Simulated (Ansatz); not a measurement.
Base system: GaP in the zinc blende structure (space group F-43m, No. 216; a = 5.438 Å). Axes: x, y, z lie along the cube axes.

Structures relaxed with Ansatz (a program for electronic structure) PBEsol, spin-orbit coupling left out.

Base:

Simulated powder pattern, Mo Kα, λ = 0.71073 Å (kinematic, ideal powder, no thermal factors, no anomalous dispersion; the 8 strongest lines at most, above 2 %, up to 2θ = 40°):

```
2θ (°)  I/Imax (%)    hkl
------  ----------  -----
13.00          100  (111)
15.02           15  (200)
21.30           68  (220)
25.03           50  (311)
30.30           12  (400)
33.10           20  (331)
37.34           23  (422)
39.70           14  (333)
```

After one change:

Simulated powder pattern, Mo Kα, λ = 0.71073 Å (kinematic, ideal powder, no thermal factors, no anomalous dispersion; the 8 strongest lines at most, above 2 %, up to 2θ = 40°):

| 2θ (°) | I/Imax (%) |
|---|---|
| 12.76 | 100 |
| 12.94 | 99 |
| 13.06 | 98 |
| 13.08 | 98 |
| 20.88 | 47 |
| 20.97 | 46 |
| 21.23 | 45 |
| 21.38 | 44 |

Task: What was done to the base?
A. uniaxial stress, 5 GPa tension along z
B. biaxial strain +2.22 %, plane normal [001], relaxed out of plane
C. strain tensor (xx, yy, zz, yz, xz, xy) = (+2.52, −0.54, −1.02, −0.44, +1.29, −0.62) %

Result: C, strain tensor (xx, yy, zz, yz, xz, xy) = (+2.52, −0.54, −1.02, −0.44, +1.29, −0.62) %. Its volume per atom is 20.29 Å³ against 20.11 Å³, and its space group is P1 (No. 1).

Beyond what the load breaks, stability against distortions was not tested.
